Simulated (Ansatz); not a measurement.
PtCl₂ (Pnnm, No. 58, 6 atoms in the cell; start mp-567484; a measured phase of this formula has another space group) was calculated with PBE0 in Ansatz (plane waves, PAW).

Run with plane-wave cutoff 460 eV, 6×2×6 k mesh (along the axes of the cell as run), Fermi–Dirac smearing 0.01 eV, scalar-relativistic PAW data made under PBE.

Cell (relaxed with PBE-D3(BJ)):

```cif
data_Cl4Pt2
_chemical_formula_sum 'Pt2 Cl4'
_space_group_name_H-M_alt 'P 1'
_space_group_IT_number 1
_cell_length_a 3.62250
_cell_length_b 11.06790
_cell_length_c 3.45640
_cell_angle_alpha 90.000
_cell_angle_beta 90.000
_cell_angle_gamma 90.000
loop_
_space_group_symop_operation_xyz
  'x, y, z'
loop_
_atom_site_label
_atom_site_type_symbol
_atom_site_fract_x
_atom_site_fract_y
_atom_site_fract_z
_atom_site_occupancy
Pt1 Pt 0.00000 0.00000 0.50000 1
Pt2 Pt 0.50000 0.50000 0.00000 1
Cl1 Cl 0.95591 0.86117 0.00000 1
Cl2 Cl 0.04409 0.13883 0.00000 1
Cl3 Cl 0.45591 0.63883 0.50000 1
Cl4 Cl 0.54409 0.36117 0.50000 1
```

Question: Estimate the band gap, smallest direct gap on the k points sampled and direct gap at Γ that the calculation returns.

Answer: 
- band gap: 3.03 eV
- smallest direct gap on the k points sampled: 3.50 eV
- direct gap at Γ: 3.70 eV

Note: cell and atoms aren't relaxed at this level.

Spin–orbit coupling is not included.

The computed numbers hold no vibrational or temperature effects.

Computing time: about 5 core-minutes (a rough figure).

A start named mp-… is a Materials Project structure, which need not be a measured phase.

Ansatz is a program for electronic structure.
